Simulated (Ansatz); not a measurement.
**How far PBE and r2SCAN part for CdSe**

The reference is CdSe in the zinc blende structure (space group F-43m, No. 216; a = 6.1963 Å).

(Cell as relaxed with PBE.)

Levels (all Ansatz, a first-principles code, PAW): PBE (420 eV, no spin-orbit coupling); r2SCAN (500 eV, no SOC).

Each level relaxes its own structure.

| quantity | PBE | r2SCAN |
|---|---|---|
| volume per atom | 29.74 Å³ | [?] |
| lattice parameter a | 6.196 Å | [?] |
| band gap | 0.49 eV | [?] |
| gap character | direct at Γ | [?] |
| electron mass | 0.052 mₑ | [?] |
| hole mass (degenerate bands, along [100]) | 0.054, 0.73, 0.73 mₑ | [?] |

**Question.** What does r2SCAN give?

**Answer.** 
- volume per atom, r2SCAN: 28.84 Å³
- lattice parameter a, r2SCAN: 6.133 Å
- band gap, r2SCAN: 1.04 eV
- gap character, r2SCAN: direct at Γ
- electron mass, r2SCAN: 0.093 mₑ
- hole mass (degenerate bands, along [100]), r2SCAN: 0.098, 0.70, 0.70 mₑ

PBE's volume per atom lies 0.90 Å³ above r2SCAN's (3.1 %); PBE's lattice parameter a lies 0.063 Å above r2SCAN's (1.0 %); PBE's band gap lies 0.55 eV below r2SCAN's; the two agree on the gap character. Neither level is exact; r2SCAN is the comparison here, not a measurement.

Masses are band curvatures over ±0.01 Å⁻¹ around the edge. Stability against distortions was not tested.
